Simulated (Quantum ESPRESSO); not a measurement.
A working Quantum ESPRESSO input for MnRh (Pm-3m, 2 atoms in the cell) (DFT, PBEsol, plane waves, GBRV 1.5 ultrasoft (PBESOL) pseudopotentials):

```fortran
&control
 calculation = 'scf',
 prefix = 'mnrh',
 outdir = './tmp/',
 pseudo_dir = './',
 tprnfor = .true.,
 tstress = .true.,
/
&system
 ibrav = 0,
 nat = 2,
 ntyp = 2,
 ecutwfc = 50,
 ecutrho = 400,
 occupations = 'smearing',
 smearing = 'marzari-vanderbilt',
 degauss = 0.0099958,
 nspin = 2,
 starting_magnetization(2) = 0.267,
/
&electrons
 conv_thr = 1.0d-10,
 mixing_beta = 0.3,
/
ATOMIC_SPECIES
Rh   102.9055  rh_pbesol_v1.4.uspp.F.UPF
Mn    54.9380  mn_pbesol_v1.5.uspp.F.UPF
CELL_PARAMETERS bohr
   5.7523263234     0.0000000000     0.0000000000
   0.0000000000     5.7523263234     0.0000000000
   0.0000000000     0.0000000000     5.7523263234
ATOMIC_POSITIONS bohr
Rh    2.8761631617    2.8761631617    2.8761631617
Mn    0.0000000000    0.0000000000    0.0000000000
K_POINTS automatic
14 14 14  0 0 0
```

The run converged in 16 iterations: free energy E − TS -5200.7845 eV; Fermi level (on the code's own zero) 17.61 eV; pressure -10.14 GPa; size of the cell's spin moment 4.10 μB; site moments (μB, in the program's spheres or projections) Rh 0.52, Mn 3.48. Each of these slips is then made, one at a time:

(1)
```diff
-Mn    0.0000000000    0.0000000000    0.0000000000
+Mn1    0.0000000000    0.0000000000    0.0000000000
```

(2)
```diff
- ntyp = 2,
+ ntyp = 1,
```

How does each altered input end?


(1) An atom label that is not in the list of species. The program stopped before any SCF iteration.
```
Error in routine read_cards (2):
species Mn1 in ATOMIC_POSITIONS is nonexistent
```

(2) A species count that does not match the list of species. The program stopped before any SCF iteration.
```
Error in routine read_cards (2):
species Mn in ATOMIC_POSITIONS is nonexistent
```

The starting cell comes from a database of published, mostly measured structures (it also holds non-ambient and calculated ones), without a prior relaxation at this level. The magnetic order is the one reached from the typed start; others were not searched systematically. In the base run, with a pressure of about -10 GPa the cell is away from its equilibrium volume at this level.

Left out of this page: 3 runs of the series outside the window shown, repeating another row's setting, or not comparable.
